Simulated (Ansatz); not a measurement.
Work function of faces of hcp Re in PBE and in r2SCAN, in Ansatz (plane waves, PAW). Symmetric slabs relaxed with PBE from ideal cuts in 1x1 cells (the lowest computed cut and spin start of each face; real faces may reconstruct in larger cells); r2SCAN values are single points on them, with the bulk at the same level. No spin-orbit coupling, no U.

```json
[
 {"face": "(0001)", "PBE (eV)": "4.90", "r2SCAN (eV)": "4.95"},
 {"face": "(10-10)", "PBE (eV)": "4.70", "r2SCAN (eV)": "4.72"},
 {"face": "(10-11)", "PBE (eV)": "4.95", "r2SCAN (eV)": "5.00"},
 {"face": "(10-12)", "PBE (eV)": "4.63", "r2SCAN (eV)": "4.67"},
 {"face": "(10-13)", "PBE (eV)": "4.45", "r2SCAN (eV)": "4.48"},
 {"face": "(11-20)", "PBE (eV)": "4.49", "r2SCAN (eV)": "?"},
 {"face": "(11-21)", "PBE (eV)": "4.35", "r2SCAN (eV)": "4.38"},
 {"face": "(11-22)", "PBE (eV)": "4.53", "r2SCAN (eV)": "4.54"},
 {"face": "(11-23)", "PBE (eV)": "4.45", "r2SCAN (eV)": "4.46"}
]
```

Q: Fit a straight line y = a·x + b by least squares to the 8 complete rows (x: PBE (eV); y: r2SCAN (eV)).

A: the means are x̄ = 4.6200 and ȳ = 4.6500; Σ(x − x̄)² = 0.33260 and Σ(x − x̄)(y − ȳ) = 0.34930, so a = 1.050 and b = ȳ − a·x̄ = -0.202. The largest residual is 0.015.

Q: What does the line predict for the withheld row, (11-20), and what did the calculation give?

A: the line gives 4.51; the calculation gave 4.54, a miss of 0.03, larger than any residual of the fitted rows.

Ansatz is a quantum-chemistry and plane-wave program.
